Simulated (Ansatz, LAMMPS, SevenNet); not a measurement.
Lattice parameter a of CsCl-type FeAl: levels of theory against measurement

Reference value: 2.910 Å (measured, room temperature, no zero-point or thermal correction; as tabulated in Liu et al. (2023), doi:10.1107/s2414314623010659).

### Question
What do MEAM MoCoNiVFeAlCr_2nn.meam, SevenNet-l3i5, LDA, PBE, PBE-D3(BJ), PBE-D4, rVV10, r²SCAN, HSE06 give, and how far is each from the reference?

### Answer

| level (code) | value (Å) | difference (%) |
|---|---|---|
| MEAM MoCoNiVFeAlCr_2nn.meam (LAMMPS) | 2.919 | +0.31 |
| SevenNet-l3i5 (SevenNet) | 2.871 | -1.34 |
| LDA (Ansatz) | 2.812 | -3.37 |
| PBE (Ansatz) | 2.869 | -1.41 |
| PBE-D3(BJ) (Ansatz) | 2.841 | -2.37 |
| PBE-D4 (Ansatz) | 2.843 | -2.30 |
| rVV10 (Ansatz) | 2.876 | -1.17 |
| r²SCAN (Ansatz) | 2.843 | -2.30 |
| HSE06 (Ansatz) | 2.839 | -2.44 |

Leaving aside MEAM MoCoNiVFeAlCr_2nn.meam, which can be fitted to such values or carry a doubt: The best agreement in this table is that of rVV10 (-1.17 %). Farthest off: LDA (-3.37 %). All 8 levels lie below the reference.

The reference has no zero-point or thermal correction, while the calculations are for a static lattice, so the differences are not the levels' errors alone. A static lattice is as a rule a little smaller than the measured one. The crystal itself was run without spin with LDA, PBE, PBE-D3(BJ), PBE-D4, rVV10, r²SCAN, HSE06. MEAM MoCoNiVFeAlCr_2nn.meam: the potential file covers more elements than this solid holds. HSE06: hybrids on metals are sensitive to the k mesh and can open a false gap. Cutoffs and k meshes differ between the levels. Ansatz's density-functional and Hartree–Fock values are scalar-relativistic unless marked +SOC, with PAW data made under PBE.

Empirical potentials (MEAM MoCoNiVFeAlCr_2nn.meam) are fitted to chosen data, which need not cover the solid at hand: agreement can be built in, and what lay outside the fit can be far off. Machine-learned potentials (SevenNet-l3i5) are trained on DFT data, which may include these solids.

Differences are worked out from the printed values.

Ansatz is a first-principles code.
